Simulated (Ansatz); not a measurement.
System: SnGe (model structure, Pmma, No. 51, 4 atoms in the cell). Method: LDA in Ansatz (plane waves, PAW).

Run with plane-wave cutoff 520 eV, 14×14×10 k mesh (along the axes of the cell as run), Fermi–Dirac smearing 0.05 eV, scalar-relativistic PAW data made under PBE.

Cell (relaxed at this level):

```cif
data_Ge2Sn2
_chemical_formula_sum 'Ge2 Sn2'
_space_group_name_H-M_alt 'Pmma'
_space_group_IT_number 51
_space_group_name_Hall '-P 2a 2a'
_cell_length_a 4.25897
_cell_length_b 4.28743
_cell_length_c 6.09701
_cell_angle_alpha 90.000
_cell_angle_beta 90.000
_cell_angle_gamma 90.000
loop_
_space_group_symop_operation_xyz
  'x, y, z'
  '-x, -y, -z'
  '-x+1/2, -y, z'
  'x+1/2, y, -z'
  'x+1/2, -y, -z'
  '-x+1/2, y, z'
  '-x, y, -z'
  'x, -y, z'
loop_
_atom_site_label
_atom_site_type_symbol
_atom_site_symmetry_multiplicity
_atom_site_Wyckoff_symbol
_atom_site_fract_x
_atom_site_fract_y
_atom_site_fract_z
_atom_site_occupancy
Ge1 Ge 2 e 0.25000 0.00000 0.10908 1
Sn1 Sn 2 f 0.25000 0.50000 0.35692 1
```

Q: Predict the bulk modulus B0.

A: 
- bulk modulus B0: 54.9 GPa

The run finds no gap.

Note: the bulk modulus is −V dP/dV from two relaxed cells at ±2 % in volume; the relaxation could raise the start's symmetry but not lower it, so the cell can be a saddle point.

Spin–orbit coupling is not included; it can open a gap where bands touch, and shift volumes and moduli.

Computed values are for the static lattice.

A model structure was made by putting elements into a prototype or built by hand; it is no filed structure, need not be a known phase, and can be a saddle point held by its symmetry.

Ansatz is a program for electronic structure.
